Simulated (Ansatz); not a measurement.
Hypothetical ReO3 type ScCl3, pressure series

The reference is ScCl$_{3}$ in the ReO3 type structure (space group Pm-3m, No. 221; a = 4.987 Å; a hypothetical phase, not in the database extracts checked).

Cell and atoms are relaxed at each pressure.

Computed with PBE (Ansatz, an electronic-structure program), no SOC.

```
pressure (GPa)  band gap (eV)
--------------  -------------
-2                       2.56
-1                          ?
0                        2.64
0.7                      2.65
1.5                      2.67
3                        2.70
5                        2.72
7.5                      2.73
10                       2.73
```

### Question
Fit E_g = E₀ + αP + βP² to the rows shown and predict the withheld row.

### Answer
Least squares on the printed values gives E₀ = 2.63 eV, α = 28.1 meV/GPa, β = -1.9 meV/GPa² (largest residual 0.01 eV); this predicts 2.60 eV, and the run gives 2.60 eV, in agreement.

Load acts through the strain it causes; cell and atoms are relaxed under it. Whether these cells are dynamically stable was not tested. Competing high-pressure phases were not computed. All final runs are without spin polarisation.
